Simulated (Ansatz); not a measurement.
CaB6-type YB6 was calculated with PBEsol-D3(BJ) (plane waves, PAW; Ansatz, a first-principles code).

Numerical settings: plane-wave cutoff 520 eV, 14×14×14 k mesh, Fermi–Dirac smearing 0.05 eV, scalar-relativistic PAW data made under PBE.

Pressure at four volumes; x = ln(V/9.481 Å³). One pressure is withheld.

| V (Å³/atom) | x | P (GPa) |
|---|---|---|
| 9.102 | -0.0408 | ? |
| 9.292 | -0.0201 | 3.83 |
| 9.481 | 0.0000 | 0.00 |
| 9.861 | 0.0393 | -6.68 |

Question: Pass a parabola P(x) through the three rows shown, estimate the bulk modulus and its pressure derivative near zero pressure, and predict the withheld pressure.

Answer: Slopes between the rows: (0.00 − (3.83))/(0.0000 − (-0.0201)) = -190.55 and (-6.68 − (0.00))/(0.0393 − (0.0000)) = -169.97 GPa. Their difference over the span 0.0594 is c = 20.58/0.0594 = 346.5 GPa, so P(x) = 3.83 + (-190.55)(x − (-0.0201)) + 346.5 (x − (-0.0201))(x − (0.0000)). At the middle row B = −dP/dx = −[-190.55 + 346.5 × 0.0201] = 183.6 GPa, and B′ = dB/dP = 2c/B = 3.8. At x = -0.0408 the parabola gives 8.07 GPa; the run gives 8.02 GPa. The Birch–Murnaghan fit to the energies at all volumes has B0 = 183 GPa and B′ = 3.6.

Note: the relaxation could not lower the start's symmetry, so the cell can be a saddle point above a distorted one.
